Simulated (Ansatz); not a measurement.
Base system: MgSe in the rock salt structure (space group Fm-3m, No. 225; a = 5.450 Å).

One thing is altered: a hydrostatic pressure of 9 GPa.

Levels (all Ansatz, an electronic-structure program, PAW): PBEsol (420 eV, no spin-orbit coupling); r2SCAN (500 eV, no spin-orbit coupling); HSE06 (420 eV, no SOC).

At the geometry relaxed with PBEsol, these levels gave the following band gaps, in shuffled order: (a) 2.89 eV, (b) 1.95 eV, (c) 2.69 eV.

Match each gap to its level.

(a) HSE06; (b) PBEsol; (c) r2SCAN.

Single points use the geometry relaxed with PBEsol. HSE06 gaps are upper bounds (no full band path). Load acts through the strain it causes; cell and atoms are relaxed under it. Whether these cells are dynamically stable was not tested. Competing high-pressure phases were not computed.
